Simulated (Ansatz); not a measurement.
The starting structures come from a database of crystals and need not be the phases stable at ambient conditions.

Tunnelling through a barrier is set by its complex band structure: the current falls as exp(−2κd) with the smallest κ.

Given:

```yaml
crystal:
  lattice:
    - [6.93112, 0.00000, 0.00000]
    - [3.46556, 10.06978, 0.00000]
    - [3.46556, -1.19269, 3.25386]
  atoms:
    - { symbol: Cs, position: [0.69734, 0.30266, 0.80266] }
    - { symbol: Cs, position: [0.80266, 0.69734, 0.19734] }
    - { symbol: Li, position: [0.41940, 0.08060, 0.58060] }
    - { symbol: Li, position: [0.08060, 0.91940, 0.41940] }
    - { symbol: Cl, position: [0.32860, 0.67140, 0.17140] }
    - { symbol: Cl, position: [0.17140, 0.32860, 0.82860] }
    - { symbol: Cl, position: [0.00000, 0.00000, 0.00000] }
    - { symbol: Cl, position: [0.50000, 0.00000, 0.00000] }
```

Space group of this cell: P4/nmm. The cell is taken as given.

Transport runs along the normal of the first two printed cell vectors, the (111) plane of the conventional cell.

No gap correction and no spin-orbit coupling; mid-gap values are interpolated between computed energies.

Question: Estimate the band gap and the smallest decay constant κ at mid-gap that r2SCAN (Ansatz, a quantum-chemistry and plane-wave program) returns for this system.

Answer: Gap 5.92 eV on a 10×10×10 mesh; κ = 0.387 1/Å, at the zone centre.
